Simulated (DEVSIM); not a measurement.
System: illuminated Si n-on-p cell, one wavelength, at 300 K.

```tsv
layer (left to right)	material	thickness (μm)	Nd (cm⁻³)	Na (cm⁻³)	τn (s)	τp (s)	absorption coefficient (cm⁻¹)
1	Si	0.570	3e18	-	2.4e-8	1.5e-7	15000
2	Si	290	-	2.3e15	7.8e-7	7.8e-7	15000
```

Left contact: ohmic, minority hole recombination velocity 5000 cm/s. Right contact: ohmic, minority electron recombination velocity 700 cm/s. Voltage is applied to the left contact. Recombination: SRH at mid-gap, radiative, Auger. Light enters at the left, 8.4e16 photons cm⁻² s⁻¹, one pass, no reflection. Mobility is constant in doping.

This is a model device: material constants are rounded textbook-type values typed into the input, and sizes, dopings and lifetimes were drawn at random. Values at 300 K.

```
parameter           Si
-------------  -------
gap (eV)         1.124
affinity (eV)     4.05
permittivity      11.7
Nc (cm⁻³)      2.86e19
Nv (cm⁻³)       3.1e19
μn (cm²/Vs)       1417
μp (cm²/Vs)        470
B (cm³/s)      4.7e-15
Cn (cm⁶/s)     2.8e-31
Cp (cm⁶/s)     9.9e-32
```

Simulated with DEVSIM: 1D drift-diffusion, Boltzmann statistics, complete ionisation; no tunnelling, impact ionisation, image-force lowering or self-heating.

The photon flux was swept, all else fixed.

| photon flux (cm^-2 s^-1) | short-circuit current (mA/cm²) | fill factor | largest power (mW/cm²) | open-circuit voltage (V) |
|---|---|---|---|---|
| 2.5e15 | 0.396 | 0.76 | 0.123 | 0.406 |
| 8.4e15 | 1.33 | 0.78 | 0.453 | 0.438 |
| 2.5e16 | 3.96 | 0.79 | 1.46 | 0.467 |
| 8.4e16 | 13.3 | 0.80 | 5.28 | 0.498 |
| 2.5e17 | 39.6 | 0.80 | 16.6 | 0.527 |
| 8.4e17 | 133 | 0.79 | 58.2 | 0.557 |
| 2.5e18 | 396 | 0.74 | 170 | 0.583 |

From the first row to the last the short-circuit current goes from 0.396 to 396. From the first row to the last the fill factor goes from 0.76 to 0.74.
